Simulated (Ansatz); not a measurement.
Results of PBE in Ansatz (PAW) for CsCl-type RuAl.

Settings: plane-wave cutoff 520 eV, 16×16×16 k mesh, Fermi–Dirac smearing 0.1 eV, perturbation theory, no spin polarisation, scalar-relativistic PAW data made under PBE.

The cell has the measured lattice parameters. Conventional cell: a = 2.9916 Å, b = 2.9916 Å, c = 2.9916 Å, α = 90.00°, β = 90.00°, γ = 90.00°.

Harmonic phonon frequencies (cm⁻¹; i marks an imaginary mode):

```json
[
 {"q point": "Γ", "frequencies": "0 0 0 315 315 315"},
 {"q point": "X", "frequencies": "159 159 213 290 290 332"},
 {"q point": "M", "frequencies": "…"}
]
```

Problem. Fill in the missing entries.

Solution. 
- M, frequencies: 107 107 187 278 354 354

No imaginary mode appears at these points.

Note: the cell isn't this level's own, so it is under some stress, which shifts stiffness and frequencies.

Ansatz is a first-principles code.
